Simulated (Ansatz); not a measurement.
**zincblende AlP (F-43m): a fit under hydrostatic pressure (both signs)**

Cell and atoms relaxed with PBEsol to each stress σ (compression positive); gaps by PBEsol with spin-orbit coupling, rigid bands (plane waves, PAW; Ansatz, a quantum-chemistry and plane-wave program). Unloaded cell: a = b = c = 3.868 Å, α = β = γ = 60.00°.

| σ (GPa) | ln(V/V₀) (%) | gap (eV) |
|---|---|---|
| 0 | 0 | 1.433 |
| -2.00 | 2.41 | 1.480 |
| 2.00 | -2.20 | 1.391 |
| 10.00 | -9.49 | 1.233 |

Fit E_g = 1.433 eV + aσ + bσ² and ε = cσ + dσ² to the loaded rows by least squares.

a = -0.0224 eV/GPa, b = 2.42e-04 eV/GPa²; c = -1.15 %/GPa, d = 0.0206 %/GPa².

One run was withheld, at σ = 5.00 GPa. Predict its gap and its ln(V/V₀), then set them beside the run.

E_g = 1.433 + (-0.0224)(5.00) + (2.42e-04)(5.00)² = 1.327 eV and ε = (-1.15)(5.00) + (0.0206)(5.00)² = -5.24 %. The run gave 1.328 eV and -5.18 %, misses of 0.001 eV and 0.06 percentage points.

Gaps are resolved to about 0.01 eV; third decimals are kept for the arithmetic. Every relaxation keeps the zincblende phase (space group F-43m under this load), so a transition, a distortion that breaks the symmetry or fracture can't show.
